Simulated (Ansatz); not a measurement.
# W (Im-3m): band-structure transport figures

```yaml
crystal:
  lattice:
    - [-1.56921, 1.56921, 1.56921]
    - [1.56921, -1.56921, 1.56921]
    - [1.56921, 1.56921, -1.56921]
  atoms:
    - { symbol: W, position: [0.00000, 0.00000, 0.00000] }
```

Method: PBEsol, rigid bands (plane waves, PAW, scalar-relativistic; Ansatz, a first-principles code). Condition of this run: hydrostatic pressure 5 GPa (the target of the relaxation). Cell: cell and atoms relaxed with PBEsol, then loaded as said.

- density of states at the Fermi level: 0.441 states/(eV·cell), both spins
- bare Sommerfeld coefficient: 1.04 mJ/(mol of atoms·K²)
- Drude plasma energy: 8.0 eV
- root-mean-square Fermi velocity: 9.2e5 m/s
- resistivity times τ: 7.7 ×10⁻²² Ω·m·s

A metal at this level (no band gap); rigid bands, thermally averaged at 300 K, both spins. Spin-orbit coupling is left out, which matters with elements this heavy. τ is one relaxation time for all states.
